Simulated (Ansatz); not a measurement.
Take PbS in the rock salt structure (space group Fm-3m, No. 225; a = 5.903 Å) as the base. Axes: x, y, z lie along the cube axes.

Now apply this change: tensor shear ε_xy = −0.29 % (engineering shear γ = -0.0058); the atoms relax in the strained cell.

Levels (all Ansatz, a first-principles code, PAW): PBEsol (420 eV, without spin-orbit coupling); r2SCAN (500 eV, no spin-orbit coupling); HSE06 (420 eV, without spin-orbit coupling).

One geometry, relaxed with PBEsol, under each level:

```tsv
level	band gap	lowest conduction level above the VBM at special points	hole mass	pressure
PBEsol	0.17 eV	R 0.17 eV; S 0.20 eV; W 2.07 eV; F₂ 3.19 eV	0.077 mₑ along k, 0.11 mₑ across (at S)	0.00 GPa
r2SCAN	(withheld)	(withheld)	(withheld)	(withheld)
HSE06	0.69 eV	R 0.69 eV; S 0.72 eV; W 2.69 eV; Γ 6.03 eV	–	–
```

**Question.** Give the withheld r2SCAN results.

**Answer.** 
- r2SCAN, band gap: 0.52 eV
- r2SCAN, lowest conduction level above the VBM at special points: R 0.52 eV; S 0.56 eV; W 2.41 eV; F₂ 3.54 eV
- r2SCAN, hole mass: 0.18 mₑ along k, 0.11 mₑ across (at S)
- r2SCAN, pressure: 2.26 GPa

Single points use the geometry relaxed with PBEsol. Their cutoffs differ, which shifts pressures a little. The hybrid gap comes from the SCF mesh plus the semilocal run's edge points and a few special points and is an upper bound. With Pb present, leaving out spin-orbit coupling can change the band edges. Effective masses come from finite differences of ±0.01 Å⁻¹. Along k means along the line from Γ to the band edge. Whether these cells are dynamically stable was not tested. The base started in Pnma and relaxed to Fm-3m at this level. A zero or small gap of PbS can be the functional's error rather than a property of the material. k-point labels follow each cell's own Brillouin zone.
